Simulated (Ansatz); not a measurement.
Functionals compared on the (11-23) surface of hcp Y in its 1x1 cell, outermost plane spacing 0.66 Å in the ideal cut, in Ansatz (plane waves, PAW). The structure was relaxed with PBE; the other rows are single points on it, each with its references at the same level. Cutoff 420 eV (500 eV for r2SCAN).

Set-up: 16 atoms, 9.9 Å thick at the start (thin: gaps and levels are the slab's own); mesh 7x5x1; 0.1 eV smearing; dipole correction on; all atoms relaxed; symmetry of the start imposed; no spin, no spin-orbit, no U. These notes are the PBE run's.

```json
[
 {"functional": "PBE", "surface energy (J/m²)": "1.10", "work function of the top face (eV)": "2.92", "rough cost of the single point": "–"},
 {"functional": "LDA", "surface energy (J/m²)": "1.24", "work function of the top face (eV)": "3.11", "rough cost of the single point": "around 3 core-minutes (rough)"},
 {"functional": "PBEsol", "surface energy (J/m²)": "?", "work function of the top face (eV)": "?", "rough cost of the single point": "roughly 3 core-minutes"},
 {"functional": "RPBE", "surface energy (J/m²)": "1.02", "work function of the top face (eV)": "2.80", "rough cost of the single point": "roughly 4 core-minutes"},
 {"functional": "r2SCAN", "surface energy (J/m²)": "1.17", "work function of the top face (eV)": "2.90", "rough cost of the single point": "roughly 7 core-minutes"}
]
```

### Question
Some entries are withheld; supply them.

### Answer

- PBEsol, surface energy (J/m²): 1.20
- PBEsol, work function of the top face (eV): 2.97

Ansatz is a first-principles code.
